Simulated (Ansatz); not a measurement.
System: SnO (model structure, started from the h-BN type, P6₃/mmc, No. 194, 4 atoms in the cell). Method: LDA (plane waves, PAW; Ansatz, an electronic-structure program).

Numerical settings: plane-wave cutoff 520 eV, 18×18×6 k mesh (along the axes of the cell as run), Fermi–Dirac smearing 0.05 eV, scalar-relativistic PAW data made under PBE.

Cell (relaxed at this level):

Space group P6₃/mmc (No. 194); a = 4.0792 Å, b = 4.0792 Å, c = 5.0660 Å, α = 90.00°, β = 90.00°, γ = 120.00°

| atom | site | symmetry | x | y | z |
|---|---|---|---|---|---|
| Sn | 2c | -6m2 | 0.3333 | 0.6667 | 0.2500 |
| O | 2d | -6m2 | 0.6667 | 0.3333 | 0.2500 |

**Question.** Estimate the band gap and Γ–Γ gap that the calculation returns.

**Answer.** 
* **band gap**: 0.32 eV
* **Γ–Γ gap**: 6.97 eV

Note: the relaxation could raise the start's symmetry but not lower it, so the cell can be a saddle point.

Spin–orbit coupling is not included.

Computed values are for the static lattice.

Computing time: around 17 core-seconds (rough).

A model structure was made by putting elements into a prototype or built by hand; it is no filed structure, need not be a known phase, and can be a saddle point held by its symmetry.
